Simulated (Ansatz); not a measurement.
The parent structure is ZnS in the zinc blende structure (space group F-43m, No. 216; a = 5.389 Å).

One thing is altered: every lattice vector is shortened by 0.50 %; the atoms relax in the strained cell.

All numbers come from r2SCAN (Ansatz, a program for electronic structure, PAW, without spin-orbit coupling).

Base, band edges from the VBM (valence, conduction): X -2.31, 3.71; W -2.82, 6.03; L -0.90, 3.82; Γ 0.00, 2.70; K -1.88, 4.49; U -1.88, 4.49 eV.

Question: Give the band edges at the high-symmetry points of the new zone, measured from its valence-band maximum.

Answer: 
```json
[
 {"point": "Γ", "valence edge (eV)": "0.00", "conduction edge (eV)": "2.77"},
 {"point": "X", "valence edge (eV)": "-2.37", "conduction edge (eV)": "3.67"},
 {"point": "U", "valence edge (eV)": "-1.93", "conduction edge (eV)": "4.48"},
 {"point": "K", "valence edge (eV)": "-1.93", "conduction edge (eV)": "4.48"},
 {"point": "L", "valence edge (eV)": "-0.92", "conduction edge (eV)": "3.85"},
 {"point": "W", "valence edge (eV)": "-2.88", "conduction edge (eV)": "6.03"}
]
```

The gap is 2.77 eV, direct at Γ.

Stability against distortions was not tested.
